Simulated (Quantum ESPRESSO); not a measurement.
# Sensitivity of a calculation on Mg14SiSb (Amm2, 16 atoms in the cell) to its settings

```xyz
16
Lattice="10.1921 0.0000 0.0000 0.0000 3.2643 5.3724 0.0000 -3.2643 5.3724" Properties=species:S:1:pos:R:3 pbc="T T T"
Mg     0.0000     0.0000     1.7711
Mg     0.0000     0.0000     7.1398
Mg     5.0960    -1.6315     4.4590
Mg     5.0960     1.6315     4.4590
Mg     0.0000    -1.6287     4.4707
Mg     0.0000     1.6287     4.4707
Mg     2.5859    -1.6641     6.2849
Mg     7.6061     1.6641     6.2849
Mg     7.6061    -1.6641     6.2849
Mg     2.5859     1.6641     6.2849
Mg     2.5908     0.0000     3.5591
Mg     7.6012     0.0000     3.5591
Mg     2.5263     0.0000     8.9625
Mg     7.6658     0.0000     8.9625
Si     5.0960     0.0000     1.8195
Sb     5.0960     0.0000     7.1852
```

Base run A: PBEsol, GBRV 1.5 ultrasoft (PBESOL) pseudopotentials run with Quantum ESPRESSO, self-consistent single point.

Its settings: ecutwfc = 40 Ry; ecutrho = 200 Ry; occupations = smearing; smearing = mp; degauss = 0.0073499 Ry; K_POINTS = automatic 3 5 5 1 1 1; conv_thr = 1e-10 Ry.

The starting cell comes from a database of computed structures (which also holds hypothetical and non-ambient phases and stackings), without a prior relaxation at this level.

Run A gave: pressure (GPa) -0.74; largest force (eV/Å) 0.175.

Runs:
- B: pseudopotentials: {Mg: mg_pbesol_v1.4.uspp.F.UPF, Si: si_pbesol_v1.uspp.F.UPF, Sb: sb_pbesol_v1.4.uspp.F.UPF} → {Mg: mg_lda_v1.4.uspp.F.UPF, Si: si_lda_v1.uspp.F.UPF, Sb: sb_lda_v1.4.uspp.F.UPF} [LDA (PZ)]
- C: pseudopotentials: {Mg: mg_pbesol_v1.4.uspp.F.UPF, Si: si_pbesol_v1.uspp.F.UPF, Sb: sb_pbesol_v1.4.uspp.F.UPF} → {Mg: mg_pbe_v1.4.uspp.F.UPF, Si: si_pbe_v1.uspp.F.UPF, Sb: sb_pbe_v1.4.uspp.F.UPF}; input_dft: default → blyp [BLYP]

**Question.** What does run B change against A?

**Answer.** The pressure goes from -0.74 to -2.20 GPa and the largest force moves little (0.175 to 0.171 eV/Å).

**Question.** What does run C change against A?

**Answer.** The pressure goes from -0.74 to 1.40 GPa and the largest force goes from 0.175 to 0.099 eV/Å.

```tsv
run	pressure (GPa)	largest force (eV/Å)
A	-0.74	0.175
B	-2.20	0.171
C	1.40	0.099
```

Left out of this page: 2 runs of the series held back from this collection.
